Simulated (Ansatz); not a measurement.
Take SiC (space group P6_3mc, No. 186; a = 3.078 Å, c = 10.076 Å) as the base. Axes: x lies along a and z along c of the hexagonal cell.

Calculations: Ansatz (an electronic-structure program) PBEsol, no spin-orbit coupling.

Strains are applied to the cell and any free atomic positions relax.

One change was made to it. Results:

The valence-band top at Γ (three highest levels, from the VBM) changes from 0.00, 0.00, -0.05 eV to 0.00, -0.10, -0.10 eV; the gap character is still indirect, Γ → M; the energy grows by 4.0 meV/atom.

**Question.** What was done to the base?
A. uniaxial strain ε_zz = −3.00 %
B. uniaxial strain ε_zz = −0.75 %
C. uniaxial strain ε_zz = −1.50 %
D. uniaxial strain ε_zz = −2.25 %

**Answer.** C, uniaxial strain ε_zz = −1.50 %. For comparison, the valence-band top at Γ in the other runs: uniaxial strain ε_zz = −3.00 % gives 0.00, -0.27, -0.27 eV; uniaxial strain ε_zz = −2.25 % gives 0.00, -0.18, -0.18 eV; uniaxial strain ε_zz = −0.75 % gives 0.00, -0.02, -0.02 eV.

No phonon test of stability was made.
